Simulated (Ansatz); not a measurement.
The reference is HfO₂ in the fluorite structure (space group Fm-3m, No. 225; a = 5.0585 Å). Axes: x, y, z lie along the cube axes.

The values are results of r2SCAN (Ansatz, a program for electronic structure; PAW; 500 eV plane waves; no spin-orbit coupling), not measurements.

Now apply this change: the cell is stretched by 3.74 % along y with no lateral relaxation; the atoms relax in the strained cell.

Question: Predict the stress tensor and what it implies for the stiffness.

Answer: Stress of the strained cell less that of the base (GPa, compression positive):
```
  -3.37    0.00    0.00
   0.00  -20.73    0.00
   0.00    0.00   -3.37
```

Then −Δσ_ii/ε with ε = 0.0374 gives secant stiffness values (nonlinear terms included at this strain): C22 ≈ 554 GPa, C12 ≈ 90 GPa and C23 ≈ 90 GPa.

As a check, the harmonic strain energy −½ V₀ Δσ:ε is 26 meV/atom; the computed energy rise is 27 meV/atom.

No phonon test of stability was made. This is not the structure that HfO2 has at room temperature and ambient pressure.
